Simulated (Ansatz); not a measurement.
Structures of equal composition on the (111) surface of fcc Ni, ferromagnetic: a layer of Sn in place of the second plane; a layer of Sn in place of the third plane. The slabs share one bottom face, and each structure is named by its start. These are constructed structures in small cells; real faces may alloy, dewet or reconstruct in larger ones, and not all known structures of the face are among them. Slabs of about 10 Å with all that they carry, Fermi-Dirac smearing of 0.1 eV. Bottom of the slabs: a bare face, its two planes held. Relaxed from the named starts with such symmetry as they have, on meshes of like density; energies extrapolated to zero smearing; no spin-orbit coupling, no U. Spin-polarised runs, if any, are marked in brackets, and their order is one that fits the cell; the others ran without spin. Where a second, spin-polarised start was run, the lower counts.

The numbers are results of PBE (plane waves to 420 eV, PAW; Ansatz, a quantum-chemistry and plane-wave program), not measurements.

Problem. Put the candidates in order of energy per 1x1 cell, lowest first, for PBE.

Solution. a layer of Sn in place of the second plane (0.000 eV [spin, 2.2 μB a cell]), a layer of Sn in place of the third plane (0.120 eV [spin, 2.6 μB a cell])
